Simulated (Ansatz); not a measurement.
A self-consistent single point of Ca2TiO4 (I4/mmm, 7 atoms in the cell) with Ansatz (a program for electronic structure).

Level of theory: PBEsol, default PAW files made with PBE (plane waves; Ansatz).

```yaml
crystal:
  lattice:
    - [-1.88471, 1.88471, 5.85877]
    - [1.88471, -1.88471, 5.85877]
    - [1.88471, 1.88471, -5.85877]
  atoms:
    - { symbol: Ca, position: [0.35328, 0.35328, 0.00000] }
    - { symbol: Ca, position: [0.64672, 0.64672, 0.00000] }
    - { symbol: Ti, position: [0.00000, 0.00000, 0.00000] }
    - { symbol: O, position: [0.00000, 0.50000, 0.50000] }
    - { symbol: O, position: [0.50000, 0.00000, 0.50000] }
    - { symbol: O, position: [0.16602, 0.16602, 0.00000] }
    - { symbol: O, position: [0.83398, 0.83398, 0.00000] }
```

Reference input (self-consistent single point, DFT, HSE06, plane waves, default PAW files made with PBE): basis.ecutwfc = 420 eV; kpoints.mp_grid.grid = 4 4 4; hamiltonian.xc = hse06; hamiltonian.pseudopotentials = {kind: paw} (the program's default PAW files); scf.occupations.method = fixed. This run's input differs from it in these lines:

Ansatz 0.2 input:
```diff
@@ -19,3 +19,3 @@
 hamiltonian:
-  xc: hse06
+  xc: pbesol
   pseudopotentials:
```

The program printed (abridged):

```
SCF iter   1: F=—  HF=-8316.558457 eV  |F-HF|=—  |Δ(HF+E_count)|=         —  Δρ=1.54e-2  dr2=1.66e-1  ethr=1.77e-3  ⟨swp⟩=4.8  Hψ=1802  notcnv=0  defer=57
all-band conjugate gradients solve this SCF's bands
preconditioner: auto → Resta (q_TF=auto, 2.554 Å⁻¹)
SCF iter   2: F=—  HF=-8316.522996 eV  |F-HF|=—  |Δ(HF+E_count)|=   3.55e-2  Δρ=5.91e-3  dr2=2.55e-2  ethr=2.97e-4  ⟨swp⟩=2.0  Hψ=773  notcnv=0  defer=57
   [... lines left out ...]
SCF iter   5: F=—  HF=-8316.517689 eV  |F-HF|=—  |Δ(HF+E_count)|=   1.87e-5  Δρ=9.45e-5  dr2=7.80e-6  ethr=2.89e-7  ⟨swp⟩=3.0  Hψ=738  notcnv=0  defer=38
SCF iter   6: F=—  HF=-8316.517754 eV  |F-HF|=—  |Δ(HF+E_count)|=   6.50e-5  Δρ=9.54e-5  dr2=6.15e-6  ethr=1.39e-8  ⟨swp⟩=2.1  Hψ=664  notcnv=0  defer=28
SCF iter   7: F=—  HF=-8316.517753 eV  |F-HF|=—  |Δ(HF+E_count)|=   1.04e-6  Δρ=1.69e-5  dr2=2.00e-7  ethr=1.10e-8  ⟨swp⟩=2.0  Hψ=631  notcnv=0  defer=28
SCF iter   8: F=-8316.517754 eV  HF=-8316.517754 eV  |F-HF|=2.73e-8  |Δ(HF+E_count)|=   1.66e-7  Δρ=6.17e-6  dr2=5.10e-8  ethr=1.79e-10  ⟨swp⟩=12.5  Hψ=2420  notcnv=0
SCF 1 converged in 8 iterations: F = -8316.517754 eV  dr2 = 5.10e-8
Free energy (F): -8316.517754 eV
Internal energy: -8316.517754 eV  (E = F + TS)
E sigma→0 (E₀):  -8316.517754 eV
Fermi energy:    8.910251 eV
--- Forces (eV/Å), atoms counted from 1 ---
  atom   1  Ca     0.00000000     0.00000000     0.14525253
  atom   2  Ca    -0.00000000     0.00000000    -0.14525253
  atom   3  Ti     0.00000000     0.00000000     0.00000000
  atom   4  O      0.00000000    -0.00000000    -0.00000000
  atom   5  O      0.00000000     0.00000000    -0.00000000
  atom   6  O      0.00000000     0.00000000     0.24972586
  atom   7  O     -0.00000000     0.00000000    -0.24972586
--- Stress (GPa, compression-positive) ---
        4.593467       0.000000       0.000000
        0.000000       4.593467      -0.000000
        0.000000      -0.000000       5.383448
  P = ⅓ Tr σ = 4.8568 GPa (48.568 kbar)
  The stress holds the Pulay correction. Without it, at fixed plane waves, as pw.x and ABINIT print it: P = 4.2550 GPa
```

The run converged in 8 iterations. Against the reference run the pressure goes from 6.10 to 4.86 GPa, the largest force goes from 0.091 to 0.250 eV/Å and the gap on the mesh goes from 3.543 to 1.986 eV.

The starting cell comes from a database of computed structures (which also holds hypothetical and non-ambient phases and stackings), without a prior relaxation at this level. Its lattice was rescaled by a random factor within 2.5 % of one. With a pressure of about 5 GPa the cell is away from its equilibrium volume at this level. Ansatz's pressure includes its estimate of the finite-basis (Pulay) stress. Without the estimate this run gives 4.25 GPa.
